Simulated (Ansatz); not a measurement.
The parent structure is SiO₂ (space group P3_221, No. 154; a = 4.866 Å, c = 5.365 Å). Axes: x lies along a and z along c of the hexagonal cell.

Calculations: LDA/PAW in Ansatz (a program for electronic structure), no SOC.

Modification: uniaxial strain ε_xx = −1.50 %, all other strain components held at zero, atoms relaxed at fixed cell.

Predict the stress tensor and what it implies for the stiffness.

Stress of the strained cell less that of the base (GPa, compression positive):
```
   1.13    0.00    0.00
   0.00    0.20    0.23
   0.00    0.23    0.16
```

Then −Δσ_ii/ε with ε = -0.0150 gives secant stiffness values (nonlinear terms included at this strain): C11 ≈ 75 GPa.

Whether these cells are dynamically stable was not tested.
